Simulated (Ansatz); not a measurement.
Start from SnS in the GeS type structure (space group Pnma, No. 62; a = 10.9125 Å, b = 3.9536 Å, c = 4.1105 Å). Axes: x, y, z lie along a, b, c of the conventional cell.

The values are results of PBEsol-D3(BJ)/PAW in Ansatz (an electronic-structure program), spin-orbit coupling left out, earlier PAW set, not measurements.

For the base:

* **Pressure**: 0.00 GPa
* **Shortest interatomic distance**: 2.611 Å

The change: the symmetric strain tensor [-0.0215 -0.0175 0.0093; -0.0175 -0.0066 -0.0028; 0.0093 -0.0028 0.0065]; the atoms relax in the strained cell.

Problem. What happens to the pressure, energy relative to the base, largest internal atomic displacement and shortest interatomic distance?

Solution. The pressure (mean of the normal stresses, compression positive) goes from zero to 1.41 GPa; the energy goes up by 7.6 meV/atom; the largest internal atomic displacement is 0.038 Å; the shortest interatomic distance falls by 0.014 Å (2.611 Å → 2.597 Å).

Stability against distortions was not tested.
